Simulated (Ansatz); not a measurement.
**MoP (space group P-6m2, No. 187)**

```yaml
crystal:
  lattice:
    - [3.24080, 0.00000, 0.00000]
    - [-1.62040, 2.80662, 0.00000]
    - [0.00000, 0.00000, 3.19537]
  atoms:
    - { symbol: Mo, position: [0.00000, 0.00000, 0.00000] }
    - { symbol: P, position: [0.66667, 0.33333, 0.50000] }
```

The values are results of PBE (Ansatz, a quantum-chemistry and plane-wave program, PAW, scalar-relativistic without spin-orbit coupling), not measurements. Γ-centred 16×16×15 mesh, Fermi–Dirac width 0.05 eV.

```yaml
volume_per_atom: 14.53 Å³
density: 7.25 g/cm³
band_gap: zero
total_energy: -2856.534 eV/atom (σ→0; compares only within this code and set-up)
```

Stability against distortions was not tested. All final runs are without spin polarisation. An odd electron count without spin: MoP.
